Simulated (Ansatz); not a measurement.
# ScAlN2 (model structure, started from the LiGaO2 type, Pna2₁, No. 33, 16 atoms in the cell): band gap by level of theory

No measured value is used here.

```
level (code)          value (eV)
---------------  ---------------
LDA (Ansatz)     2.44 (indirect)
PBE (Ansatz)     2.56 (indirect)
PBEsol (Ansatz)  2.48 (indirect)
r²SCAN (Ansatz)              [?]
HSE06 (Ansatz)   3.76 (indirect)
```

Q: Complete the blanks.

A: 
- r²SCAN (Ansatz, a program for electronic structure), value (eV): 2.96 (indirect)

Computed values are for a static lattice.  Values are at the PBEsol cell. Cutoffs and k meshes differ between the levels. Ansatz's density-functional and Hartree–Fock values are scalar-relativistic unless marked +SOC, with PAW data made under PBE.

A model structure was made by putting elements into a prototype or built by hand; it is no filed structure, need not be a known phase, and can be a saddle point held by its symmetry.
